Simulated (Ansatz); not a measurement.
CsCl-type RuAl was calculated with LDA (Ansatz, an electronic-structure program, PAW).

Excerpt of the program's output:

```
Crystal: 2 atoms, lattice volume = 26.774 Å³
Basis set: ecut = 520 eV, 739 PW (Γ), exchange–correlation on 48×48×48 points (8 copies of the dense FFT grid, shifted against one another)
Bands: 14, of which v1, the nominal top of the filled ones, is band 10 counted from 1 (9 counted from 0)
Symmetry: 48 space group operations
Space group: Pm-3m (ITA 221), of the structure as read, at distance tolerance 3.0e-5 Å
k-points: 220 of 5832
Functional: x = slater, c = lda
SCF iter   1: F=—  HF=-6272.449083 eV  |F-HF|=—  |Δ(HF+E_count)|=         —  Δρ=8.59e-3  dr2=1.96e-2
SCF iter   2: F=—  HF=-6272.446586 eV  |F-HF|=—  |Δ(HF+E_count)|=   2.50e-3  Δρ=4.95e-3  dr2=7.63e-3
  ...
SCF iter   6: F=—  HF=-6272.444898 eV  |F-HF|=—  |Δ(HF+E_count)|=   2.44e-7  Δρ=2.61e-6  dr2=2.78e-10
SCF iter   7: F=-6272.444898 eV  HF=-6272.444898 eV  |F-HF|=0.00e0  |Δ(HF+E_count)|=  5.55e-11  Δρ=1.93e-7  dr2=1.45e-12
SCF 1 converged in 7 iterations: F = -6272.444898 eV  dr2 = 1.45e-12
SCF converged after 7 iterations
Free energy (F): -6272.444898 eV
Internal energy: -6272.432480 eV  (E = F + TS)
E sigma→0 (E₀):  -6272.438689 eV
Fermi energy:    15.828389 eV
--- Forces (eV/Å), atoms counted from 1 ---
  atom   1  Al    -0.00000000     0.00000000    -0.00000000
  atom   2  Ru     0.00000000     0.00000000     0.00000000
--- Stress (GPa, compression-positive) ---
       -8.174343       0.000000       0.000000
        0.000000      -8.174343       0.000000
        0.000000       0.000000      -8.174343
  P = ⅓ Tr σ = -8.1743 GPa (-81.743 kbar)
```

**Question.** Write an input file that could have produced this run (the log leaves some choices open).

**Answer.** This is not unique; one that fits is 
Ansatz 0.2 input:
```yaml
crystal:
  lattice:
    - [-2.9916, 0.0, 0.0]
    - [0.0, -2.9916, 0.0]
    - [0.0, 0.0, -2.9916]
  atoms:
    - { symbol: Al, position: [0.5, 0.5, 0.5] }
    - { symbol: Ru, position: [0.0, 0.0, 0.0] }
basis:
  ecutwfc: 520
  ecutrho_ratio: 4
  xc_grid: 2
kpoints:
  mp_grid: { grid: [18, 18, 18] }
hamiltonian:
  xc: lda
  dispersion: none
  pseudopotentials: { kind: paw }
scf:
  occupations: { method: fermi_dirac, width: 0.05 }
  convergence: { dr2_threshold: 0.0000000002 }
output:
  forces: true
  stress: true
  eigenvalues: true
```

The PAW data were made under PBE.

Note: cell and atoms aren't relaxed at this level (pressure -8.2 GPa).

Computing time: roughly 5 core-seconds.
